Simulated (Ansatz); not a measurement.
What biaxial strain −4.33 %, plane normal [001], relaxed out of plane does to TiSi2

Start from TiSi₂ (space group Fddd, No. 70; a = 4.806 Å, b = 8.265 Å, c = 8.565 Å). Axes: x, y, z lie along a, b, c of the conventional cell.

The change: compressive biaxial strain of 4.33 % in the plane normal to [001], as in epitaxy on a mismatched substrate; the out-of-plane cell vector and the atoms relax.

The values are results of PBE (Ansatz, a quantum-chemistry and plane-wave program), without spin-orbit coupling, not measurements. Settings: 13×13×13 k-points, 0.05 eV Fermi–Dirac smearing.

The volume per atom falls by 1.042 Å³ to 13.13 Å³ and the space group remains Fddd (No. 70). The shortest interatomic distance decreases by 0.0103 Å to 2.524 Å and the energy goes up by 62 meV/atom. The pressure (mean of the normal stresses, compression positive) goes from zero to 12.0 GPa and the band gap is still zero. The out-of-plane strain comes out as +1.23 % (rough) and the mean in-plane stress (compression positive) is +18.0 GPa (rough).

Without a gap, meshes like the base's 13×13×13 leave anisotropic stresses uncertain by several tenths of a GPa, and small strain energies with them. Stability against distortions was not tested. All final runs are without spin polarisation.
